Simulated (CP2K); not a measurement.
Worked example: self-consistent single point of LuTlTe₂ (R-3m, 4 atoms in the cell) in CP2K.

Level of theory: PBEsol, GPW, DZVP-MOLOPT-SR-GTH basis, GTH-PBE potentials (GTH_POTENTIALS) in CP2K 2026.2.

```yaml
crystal:
  lattice:
    - [8.52189, 0.00000, 0.00000]
    - [7.39729, 4.23115, 0.00000]
    - [7.39729, 1.96612, 3.74660]
  atoms:
    - { symbol: Lu, position: [0.50000, 0.50000, 0.50000] }
    - { symbol: Tl, position: [0.00000, 0.00000, 0.00000] }
    - { symbol: Te, position: [0.76400, 0.76400, 0.76400] }
    - { symbol: Te, position: [0.23600, 0.23600, 0.23600] }
```

Reference input (self-consistent single point, DFT LDA (Pade form), GPW, DZVP-MOLOPT-SR-GTH basis, GTH-PADE potentials (GTH_POTENTIALS)): CUTOFF = 500 Ry; REL_CUTOFF = 50 Ry; KPOINTS/SCHEME = MONKHORST-PACK 5 5 5; XC_FUNCTIONAL = PADE; Lu/BASIS_SET = DZVP-MOLOPT-SR-GTH-q25; Lu/POTENTIAL = GTH-PADE-q25; Tl/BASIS_SET = DZVP-MOLOPT-SR-GTH-q13; Tl/POTENTIAL = GTH-PADE-q13; Te/BASIS_SET = DZVP-MOLOPT-SR-GTH-q6; Te/POTENTIAL = GTH-PADE-q6; METHOD = GPW; EPS_DEFAULT = 1e-10. This run's input differs from it in these lines:

```diff
@@ -40,3 +40,6 @@
     &XC
-      &XC_FUNCTIONAL PADE
+      &XC_FUNCTIONAL
+        &PBE
+          PARAMETRIZATION PBESOL
+        &END PBE
       &END XC_FUNCTIONAL
@@ -73,3 +76,3 @@
       BASIS_SET DZVP-MOLOPT-SR-GTH-q25
-      POTENTIAL GTH-PADE-q25
+      POTENTIAL GTH-PBE-q25
     &END KIND
@@ -77,3 +80,3 @@
       BASIS_SET DZVP-MOLOPT-SR-GTH-q13
-      POTENTIAL GTH-PADE-q13
+      POTENTIAL GTH-PBE-q13
     &END KIND
@@ -81,3 +84,3 @@
       BASIS_SET DZVP-MOLOPT-SR-GTH-q6
-      POTENTIAL GTH-PADE-q6
+      POTENTIAL GTH-PBE-q6
     &END KIND
```

Output (repeated stretches shortened):

```
 SCF WAVEFUNCTION OPTIMIZATION

  Step     Update method      Time    Convergence         Total energy    Change
     1 NoMix/Diag. 0.30E+00      -     2.17539674      -328.8397071394 -3.29E+02
     2 Broy./Diag. 0.30E+00      -     0.03480471      -329.1670237872 -3.27E-01
     3 Broy./Diag. 0.30E+00      -     0.07655512      -328.8204043319  3.47E-01
     4 Broy./Diag. 0.30E+00      -     0.01923366      -328.6432782609  1.77E-01
     5 Broy./Diag. 0.30E+00      -     0.01025098      -328.7246870448 -8.14E-02
     6 Broy./Diag. 0.30E+00      -     0.00454758      -328.7168690215  7.82E-03
   [... 6 lines left out ...]
    13 Broy./Diag. 0.30E+00      -     0.00000374      -328.6987732526  7.88E-07
    14 Broy./Diag. 0.30E+00      -     0.00000106      -328.6987922972 -1.90E-05
    15 Broy./Diag. 0.30E+00      -     0.00000052      -328.6987929540 -6.57E-07
    16 Broy./Diag. 0.30E+00      -     0.00000005      -328.6987920736  8.80E-07
  *** SCF run converged in    16 steps ***

  Overlap energy of the core charge distribution:               0.00000000000586
  Self energy of the core charge distribution:               -477.38213388362055
  Core Hamiltonian energy:                                    132.35831115122534
  Hartree energy:                                              49.41443296194558
  Exchange-correlation energy:                                -33.08940230317071

  Total energy:                                              -328.69879207361453

 ENERGY| Total FORCE_EVAL ( QS ) energy [hartree]           -328.698793543475233

 FORCES| Atomic forces [hartree/bohr]
 FORCES|   Atom     x               y               z               |f|
 FORCES|      1 -1.25554170E-09  1.06125789E-08  3.92694068E-09   1.13852571E-08
   [... lines left out ...]

 STRESS| Analytical stress tensor [bar]
 STRESS|                        x                   y                   z
 STRESS|      x        1.51953961522E+03   3.29526000786E+03   1.99210976771E+03
 STRESS|      y        3.29526000786E+03  -1.00022990650E+04   5.29452023032E+02
 STRESS|      z        1.99210976771E+03   5.29452023032E+02  -1.05582494895E+04
 STRESS| 1/3 Trace                                            -6.34700297974E+03
```

The run converged in 16 iterations. Against the reference run the pressure goes from -2.94 to -0.63 GPa, the largest force goes from 0.092 to 0.070 eV/Å and the gap on the mesh goes from 0.652 to 0.591 eV.

The starting cell comes from a database of computed structures (which also holds hypothetical and non-ambient phases and stackings), without a prior relaxation at this level. Its lattice was rescaled by a random factor within 2.5 % of one. Spin-orbit coupling is off. Values carry the incompleteness of an atom-centred basis. The potentials were made for another functional than the one used.

Cost on one core of a shared machine: roughly 2 min.
